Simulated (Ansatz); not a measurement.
The parent structure is CoO in the rock salt structure (space group Fm-3m, No. 225; ferromagnetic).

```xyz
2
Lattice="0.0000 2.1239 2.1239 2.1239 0.0000 2.1239 2.1239 2.1239 0.0000" Properties=species:S:1:pos:R:3 pbc="T T T"
O      0.0000     0.0000     0.0000
Co     2.1239     2.1239     2.1239
```

Levels (all Ansatz, an electronic-structure program, PAW): PBE (420 eV, no SOC); PBEsol (420 eV, no spin-orbit coupling).

Levels that relaxed their own cell: PBE and PBEsol.

| level | band gap | lattice parameter a |
|---|---|---|
| PBE | zero | 4.248 Å |
| PBEsol | zero | 4.167 Å |

Measured: band gap 2.5 eV (temperature not stated; as listed in Peitao Liu et al., Journal of Physics Condensed Matter (2019)); lattice parameter a 4.2502 Å (0 K or low temperature; as listed in W. Jauch et al., Phys. Rev. B (2001)).

Computed minus measured — band gap: PBE -2.50 eV, PBEsol -2.50 eV; lattice parameter a: PBE -0.1 %, PBEsol -2.0 % (closest: PBE). Measured values not marked as corrected hold thermal and zero-point effects that the static-lattice runs lack. A measured gap can be an optical one, lowered by exciton binding.

Stability against distortions was not tested. No Hubbard U is applied and the magnetic state is the run's own (CoO ferromagnetic); small cells can't hold the antiferromagnetic order that many such compounds have, so gaps and moments can be off. In its common phase, real CoO is an antiferromagnetic insulator at low temperature.
